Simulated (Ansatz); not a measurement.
Take ZnGeP2 in the chalcopyrite structure (space group I-42d, No. 122; a = 5.424 Å, c = 10.709 Å) as the base.

Method: Kohn–Sham DFT with the PBEsol functional, run in Ansatz (a first-principles code) with PAW and 420 eV plane waves, scalar-relativistic without spin-orbit coupling.

For the base:

* **Pressure**: 0.0 kbar

The change: the cell is scaled by 1.0130 in all directions; the atoms relax in the strained cell.

### Question
How does this affect the energy relative to the base?

### Answer
The energy goes up by 7.4 meV/atom.

### Question
Estimate the effect on the pressure.

### Answer
The pressure (mean of the normal stresses, compression positive) goes from zero to -29.5 kbar.

No phonon test of stability was made.
